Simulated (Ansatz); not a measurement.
Consider Li in the fcc (Cu type) structure (space group Fm-3m, No. 225; a = 4.324 Å; relaxed with 0.1 eV smearing). Axes: x, y, z lie along the cube axes.

The values are results of PBEsol, PAW, 420 eV (Ansatz, an electronic-structure program; scalar-relativistic without spin-orbit coupling), not measurements.

Strains are applied to the cell and any free atomic positions relax; under biaxial strain the out-of-plane vector relaxes too.

One change was made to it. Results:

The energy goes up by 0.6 meV/atom; the pressure goes from zero to 0.4 GPa.

Task: Name the change that was made.
A. biaxial strain −2.79 %, plane normal [110], relaxed out of plane
B. isotropic strain +2.18 %
C. isotropic strain −0.87 %

Result: C, isotropic strain −0.87 %. For comparison, the energy relative to the base in the other runs: isotropic strain +2.18 % gives +3.5 meV/atom; biaxial strain −2.79 %, plane normal [110], relaxed out of plane gives +2.6 meV/atom.

No phonon test of stability was made. This is not the structure that Li has at room temperature and ambient pressure.
